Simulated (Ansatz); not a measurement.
Start from ZnSe in the zinc blende structure (space group F-43m, No. 216).

```yaml
crystal:
  lattice:
    - [0.00000, 2.81667, 2.81667]
    - [2.81667, 0.00000, 2.81667]
    - [2.81667, 2.81667, 0.00000]
  atoms:
    - { symbol: Zn, position: [0.00000, 0.00000, 0.00000] }
    - { symbol: Se, position: [0.25000, 0.25000, 0.25000] }
```

Cartesian axes are those of the cell as printed.

Method: PBEsol (Ansatz, a quantum-chemistry and plane-wave program; PAW; 420 eV plane waves; spin-orbit coupling left out).

Strains are applied to the cell and any free atomic positions relax; under biaxial strain the out-of-plane vector relaxes too.

One change was made to it. Results:

```json
[
 {"quantity": "valence-band top at Γ (three highest levels, from the VBM)", "base": "0.00, 0.00, 0.00 eV", "after": "0.00, -0.18, -0.18 eV"},
 {"quantity": "pressure (mean of the normal stresses, compression positive)", "base": "0.00 GPa", "after": "-1.21 GPa"},
 {"quantity": "energy relative to the base (free energy F)", "base": "0 meV/atom", "after": "+6.5 meV/atom"}
]
```

Q: Which change produced these results?
A) biaxial strain −1.00 %, plane normal [001], relaxed out of plane
B) biaxial strain −0.50 %, plane normal [001], relaxed out of plane
C) biaxial strain +2.50 %, plane normal [001], relaxed out of plane
D) biaxial strain +1.50 %, plane normal [001], relaxed out of plane
E) biaxial strain +1.00 %, plane normal [001], relaxed out of plane

A: C, biaxial strain +2.50 %, plane normal [001], relaxed out of plane. For comparison, the valence-band top at Γ in the other runs: biaxial strain −0.50 %, plane normal [001], relaxed out of plane gives 0.00, 0.00, -0.04 eV; biaxial strain +1.50 %, plane normal [001], relaxed out of plane gives 0.00, -0.12, -0.12 eV; biaxial strain −1.00 %, plane normal [001], relaxed out of plane gives 0.00, 0.00, -0.09 eV; biaxial strain +1.00 %, plane normal [001], relaxed out of plane gives 0.00, -0.08, -0.08 eV.

The levels and masses belong to the bands next to the band gap. Whether these cells are dynamically stable was not tested.
